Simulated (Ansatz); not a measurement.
**WS2, response to strain**

Consider WS2 (space group P6_3/mmc, No. 194; a = 3.154 Å, c = 12.141 Å; layered, stacked along the Cartesian z axis). Axes: x lies along a and z along c of the hexagonal cell.

Strains are applied to the cell and any free atomic positions relax; under biaxial strain the out-of-plane vector relaxes too.

Calculations: PBE-D3(BJ), PAW, 420 eV (Ansatz, a first-principles code; scalar-relativistic without spin-orbit coupling).

Notes on the quantities. in-plane stress: mean in-plane stress (compression positive).

```tsv
case	out-of-plane strain	band gap	hole mass	smallest direct gap	in-plane stress
base	–	0.88 eV	0.88 mₑ along c, 0.55 mₑ across (at Γ)	1.83 eV	–
biaxial strain +0.60 %, plane normal [001], relaxed out of plane	-0.20 %	0.88 eV	0.94 mₑ out of plane, 0.52 mₑ in plane (at Γ)	1.75 eV	-1.8 GPa
biaxial strain +1.20 %, plane normal [001], relaxed out of plane	-0.39 %	0.87 eV	1.0 mₑ out of plane, 0.49 mₑ in plane (at Γ)	1.67 eV	-3.5 GPa
biaxial strain +1.80 %, plane normal [001], relaxed out of plane	-0.57 %	0.87 eV	1.1 mₑ out of plane, 0.47 mₑ in plane (at Γ)	1.60 eV	-5.1 GPa
```

Spin-orbit coupling, missing from the scalar runs, can matter with W. Effective masses come from finite differences of ±0.01 Å⁻¹. Stability against distortions was not tested.
